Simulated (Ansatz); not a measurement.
MoPt3 (R-3m, No. 166, 4 atoms in the cell; start mp-1221425), treated with PBEsol in Ansatz (plane waves, PAW).

Run with plane-wave cutoff 520 eV, 22×22×22 k mesh, Fermi–Dirac smearing 0.05 eV, no spin polarisation, scalar-relativistic PAW data made under PBE.

Cell (relaxed at this level):

MoPt$_{3}$ has the trigonal space group R-3m, hexagonal axes (No. 166), Pearson symbol hR4. Conventional cell: a = b = 2.7586 Å, c = 27.3392 Å, α = β = 90.00°, γ = 120.00°. Mo on 3a has 6 Pt at 2.715 Å and 6 Mo at 2.759 Å (cuboctahedral). Pt1 on 6c sees 3 Mo at 2.715 Å and 9 Pt at 2.759–2.845 Å (cuboctahedral). Pt2 on 3b is surrounded by 12 Pt at 2.759–2.845 Å (cuboctahedral). (Neighbours: up to the widest gap in distance over summed covalent radii, below 1.35, at either atom.)
(The calculation used a cell of 4 atoms; values per cell refer to that cell.)

### Question
Give the computed bulk modulus B0.

### Answer

bulk modulus B0: 284 GPa

Note: the run has no spin polarisation, so it can have missed a magnetic state; the bulk modulus is −V dP/dV from two relaxed cells at ±2 % in volume; the relaxation could not lower the start's symmetry, so the cell can be a saddle point above a distorted one.

Spin–orbit coupling is not included.

Computed values are for the static lattice.

A start named mp-… is a Materials Project structure, which need not be a measured phase.

Ansatz is a quantum-chemistry and plane-wave program.
